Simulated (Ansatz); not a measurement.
A computed series for HgTe: response to strain

Base system: HgTe in the zinc blende structure (space group F-43m, No. 216).

```
CELL_PARAMETERS angstrom
      0.00000     3.25489     3.25489
      3.25489     0.00000     3.25489
      3.25489     3.25489     0.00000
ATOMIC_POSITIONS crystal
  Hg 0.00000 0.00000 0.00000
  Te 0.25000 0.25000 0.25000
```

Cartesian axes are those of the cell as printed.

Strains are applied to the cell and any free atomic positions relax.

Computed with PBEsol, PAW, 420 eV (Ansatz, an electronic-structure program; no spin-orbit coupling).

Notes on the quantities. energy relative to the base: free energy F.

```json
[
 {"change": "base", "energy relative to the base": "0 meV/atom", "volume per atom": "34.48 Å³"},
 {"change": "tensor shear ε_xy = +1.43 %", "energy relative to the base": "+1.8 meV/atom", "volume per atom": "34.48 Å³"},
 {"change": "tensor shear ε_xy = +2.00 %", "energy relative to the base": "+3.6 meV/atom", "volume per atom": "34.47 Å³"},
 {"change": "tensor shear ε_xy = +0.29 %", "energy relative to the base": "+0.1 meV/atom", "volume per atom": "34.48 Å³"},
 {"change": "tensor shear ε_xy = +1.71 %", "energy relative to the base": "+2.6 meV/atom", "volume per atom": "34.47 Å³"},
 {"change": "tensor shear ε_xy = +1.14 %", "energy relative to the base": "+1.2 meV/atom", "volume per atom": "34.48 Å³"},
 {"change": "tensor shear ε_xy = +0.86 %", "energy relative to the base": "+0.7 meV/atom", "volume per atom": "34.48 Å³"},
 {"change": "tensor shear ε_xy = +0.57 %", "energy relative to the base": "+0.3 meV/atom", "volume per atom": "34.48 Å³"}
]
```

Whether these cells are dynamically stable was not tested. All final runs are without spin polarisation.
